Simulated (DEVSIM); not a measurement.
**GaAs n-i-p diode**

Structure: GaAs n-i-p diode, at 350 K.

```
layer (left to right)  material  thickness (μm)  Nd (cm⁻³)  Na (cm⁻³)  τn (s)  τp (s)
---------------------  --------  --------------  ---------  ---------  ------  ------
1                          GaAs           0.180     1.3e17          -  7.2e-8  7.2e-8
2                          GaAs            5.00          -     2.4e11  7.2e-8  7.2e-8
3                          GaAs            2.10          -     1.5e18  7.2e-8  7.2e-8
```

Left contact: ohmic. Right contact: ohmic. Voltage is applied to the left contact. Recombination: SRH at mid-gap, radiative, Auger. Mobility is constant in doping.

Constants are typed, rounded textbook-type inputs, not results; the design itself was drawn at random and stands for no fabricated device. Values at 300 K; Nc and Nv go as T^1.5, mobilities as T to minus their exponent, the gap by Varshni's rule with the affinity fixed.

| parameter | GaAs |
|---|---|
| gap (eV) | 1.424 |
| affinity (eV) | 4.07 |
| permittivity | 12.9 |
| Nc (cm⁻³) | 4.7e17 |
| Nv (cm⁻³) | 9e18 |
| μn (cm²/Vs) | 8500 |
| μp (cm²/Vs) | 400 |
| T exponent of μn | 2.1 |
| T exponent of μp | 2.2 |
| B (cm³/s) | 2e-10 |
| Cn (cm⁶/s) | 1e-30 |
| Cp (cm⁶/s) | 1e-30 |
| Varshni α (eV/K) | 0.000541 |
| Varshni β (K) | 204 |

Simulated with DEVSIM: 1D drift-diffusion, Boltzmann statistics, complete ionisation; no tunnelling, impact ionisation, image-force lowering or self-heating.

```yaml
potential_step_across_the_device_at_zero_bias: 1.294 V
Dark forward voltage at 1 A/cm²: 0.924 V
Dark forward voltage at 100 A/cm²: 1.107 V
```

Small-signal capacitance in reverse bias (quasi-static):

```csv
V (V),C (nF/cm²)
0.1,2.55
0.25,2.51
0.5,2.46
0.75,2.43
1,2.41
1.5,2.38
2,2.36
2.5,2.35
3.25,2.33
4,2.32
5,2.31
```

Dark forward current:

```tsv
V (V)	J (A/cm²)
-0.05	-1.8e-8
-0.10	-6.0e-8
-0.15	-1.6e-7
-0.20	-4.2e-7
-0.25	-1.1e-6
-0.30	-2.7e-6
-0.35	-6.9e-6
-0.40	-1.8e-5
-0.45	-4.7e-5
-0.50	-0.00013
-0.55	-0.00036
-0.60	-0.0011
-0.65	-0.0031
-0.70	-0.0090
-0.75	-0.025
-0.80	-0.066
-0.85	-0.19
-0.90	-0.56
-0.95	-1.9
-1.00	-6.6
-1.05	-24
-1.10	-83
-1.15	-290
-1.20	-1000
-1.25	-3300
```
